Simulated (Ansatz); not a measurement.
Checking a run of Ansatz (a program for electronic structure) on NbAs (I4_1md, 4 atoms in the cell). The aim is a self-consistent single point with DFT, PBE, plane waves, default PAW files.

Cell that was meant: a = 6.3936 Å, b = 6.3936 Å, c = 6.3936 Å, α = 148.54°, β = 148.54°, γ = 45.09°.

Part of the input:

Ansatz 0.2 input:
```yaml
    - { symbol: Nb, position_ang: [1.73327000, -0.00000000, 5.90172318] }
    - { symbol: As, position_ang: [0.00000000, -0.00000000, 1.97558684] }
    - { symbol: As, position_ang: [0.00000000, 1.73327000, 4.92810184] }
basis:
  ecutwfc: 50
kpoints:
  mp_grid: { grid: [13, 13, 13] }
hamiltonian:
```

Output (repeated stretches shortened):

```
   [... lines left out ...]
Symmetry: 8 space group operations
Space group: I41md (ITA 109), of the structure as read, at distance tolerance 4.1e-5 Å
k-points: 196 of 2197 (time reversal used)
Initial density: superposition of atomic densities (neutral atoms: chi_scale 0, normalization atom), corrected by the library's trained network
Initial wavefunctions: pseudopotential atomic-orbital guess
Eigensolver: davidson
Functional: x = pbe(κ = 0.804, μ = 0.2195149727645171), c = pbe(β = 0.06672455060314922)
SCF iter   1: F=—  HF=-17766.010010 eV  |F-HF|=—  |Δ(HF+E_count)|=         —  Δρ=1.60e0  dr2=1.34e3  ethr=1.77e-3  ⟨swp⟩=1.0  Hψ=11044  notcnv=0
all-band conjugate gradients solve this SCF's bands
preconditioner: auto → LDOS
SCF iter   2: F=—  HF=-16367.939675 eV  |F-HF|=—  |Δ(HF+E_count)|=    1.40e3  S|Δr|=    0.00e0  Δρ=1.17e-1  dr2=1.51e1  ethr=1.77e-3  ⟨swp⟩=5.8  Hψ=33080  notcnv=0  defer=261
   [... lines left out ...]
SCF iter   7: F=—  HF=-16357.404101 eV  |F-HF|=—  |Δ(HF+E_count)|=   6.24e-4  S|Δr|=    0.00e0  Δρ=2.40e-4  dr2=5.79e-5  ethr=2.30e-6  ⟨swp⟩=2.4  Hψ=8750  notcnv=0  defer=209
SCF iter   8: F=—  HF=-16357.400844 eV  |F-HF|=—  |Δ(HF+E_count)|=   3.26e-3  S|Δr|=    0.00e0  Δρ=5.03e-5  dr2=2.27e-6  ethr=1.03e-7  ⟨swp⟩=2.7  Hψ=11073  notcnv=0  defer=209
SCF iter   9: F=-16357.400844 eV  HF=-16357.400844 eV  |F-HF|=5.59e-8  |Δ(HF+E_count)|=   6.19e-7  S|Δr|=    0.00e0  Δρ=8.73e-6  dr2=7.10e-8  ethr=1.79e-10  ⟨swp⟩=8.9  Hψ=32045  notcnv=0
SCF 1 converged in 9 iterations: F = -16357.400844 eV  dr2 = 7.10e-8
Stability not checked (fill_not_monotonic)
Free energy (F): -16357.400844 eV
Internal energy: -16357.402391 eV  (E = F + TS)
E sigma→0 (E₀):  -16357.401359 eV
Entropy (-TS):   0.001547 eV (0.387 meV/atom)
Fermi energy:    24.912058 eV
--- Forces (eV/Å), atoms counted from 1 ---
  atom   1  Nb     0.00000000    -0.00000000    -0.02741759
  atom   2  Nb    -0.00000000     0.00000000    -0.02741759
  atom   3  As    -0.00000000     0.00000000     0.02506646
  atom   4  As     0.00000000     0.00000000     0.02506646
--- Stress (GPa, compression-positive) ---
    -6219.705719      -0.000000      -0.000000
       -0.000000   -6219.705719       0.000000
       -0.000000       0.000000   -6230.627805
  P = ⅓ Tr σ = -6223.3464 GPa (-62233.464 kbar)
  The stress holds no Pulay correction (an occupied level lies too near the plane-wave cutoff): it is that at fixed plane waves, as pw.x and ABINIT print it
```

Question: Is this run sound? If not, what is wrong?

Answer: The run is not sound. The fault is this: a cutoff meant in Ry typed as a bare number, read as eV. A bare number is read in the key's own unit, and eV, Ry (13.6 eV) and Ha (27.2 eV) lie far apart, so the setting ends up far from the one that was meant. To fix it, convert the value to the unit that the key expects. The run converged in 9 iterations without an error; against the sound input the free energy goes up by 616 eV/atom, the pressure goes from -0.06 to -6223 GPa and the largest force goes from 0.037 to 0.027 eV/Å.

An input that runs soundly differs in these lines (not the only fix; some lines may just follow from the change or write a value another way):
```diff
-basis:
-  ecutwfc: 50
```

With that input, the run converged in 7 iterations: free energy E − TS (on the zero of these files) -18819.6032 eV; Fermi level (on the code's own zero) 15.91 eV; pressure -0.06 GPa; largest force (vector length) 0.037 eV/Å (DFT, PBE, plane waves, default PAW files).

On the sound input: the starting cell comes from a database of computed structures (which also holds hypothetical and non-ambient phases and stackings), without a prior relaxation at this level. Spin polarisation is off. Ansatz's pressure includes its estimate of the finite-basis (Pulay) stress.
